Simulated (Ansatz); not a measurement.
The starting structures come from a database of crystals and need not be the phases stable at ambient conditions.

 Where the default PAW files enter, the runs use the earlier of Ansatz's two default sets.

By PBEsol, the system below comes out a metal.

Given:

```
BiGa
1.0
    4.41095     0.00000     0.00000
    0.00000     4.41095     0.00000
    2.20547     2.20547     3.18267
Ga Bi
1 1
Direct
  0.75000   0.25000   0.50000
  0.00000   0.00000   0.00000
```

Space group of this cell: I-4m2. The cell is strained (lengths across the current scaled by 0.98, ions clamped); by PBEsol its mean pressure is 1.1 GPa.

The current flows along the normal of the first two printed cell vectors, the (001) (indices of the unstrained crystal) plane of the conventional cell. No spin-orbit coupling; the value is a mean over 0.1 eV about the Fermi level.

**Question.** State the ballistic conductance per area according to PBEsol in Ansatz (a quantum-chemistry and plane-wave program).

**Answer.** 0.075 × 10¹⁵ S/m² for both spins.
